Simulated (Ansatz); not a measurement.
Cost and result by functional for the surface energy of the (21-33) surface of hcp Tl in its 1x1 cell, outermost plane spacing 0.17 Å in the ideal cut, in Ansatz (plane waves, PAW). Single points on the PBE structure, on one kind of machine; costs are rough ratios of the slab run's core time (references not counted) to the cheapest single point. r2SCAN's cost holds its higher cutoff (500 against 420 eV). Differences are taken against r2SCAN for comparison alone: no measured value is at hand, so the table doesn't rank accuracy.

Slab: 22 atoms, 10.1 Å thick at the start (thin: gaps and levels are the slab's own); k 6x4x1, smearing 0.1 eV, dipole-corrected; all atoms relaxed; start symmetry kept, larger cells not searched; no spin, no spin-orbit, no U. These notes are the PBE run's.

| functional | relative cost | surface energy (J/m²) | less r2SCAN (J/m²) |
|---|---|---|---|
| PBEsol | 1 | 0.39 | 0.03 |
| LDA | 1 | 0.45 | 0.09 |
| RPBE | 1 | 0.18 | -0.18 |
| r2SCAN | 2 | 0.36 | 0.00 |
| PBE (the relaxed run's value) | – | 0.28 | -0.08 |

The values span 0.27 J/m², while the single points' costs differ by a factor of roughly 2. Differences are of unrounded values.

Ansatz is an electronic-structure program.
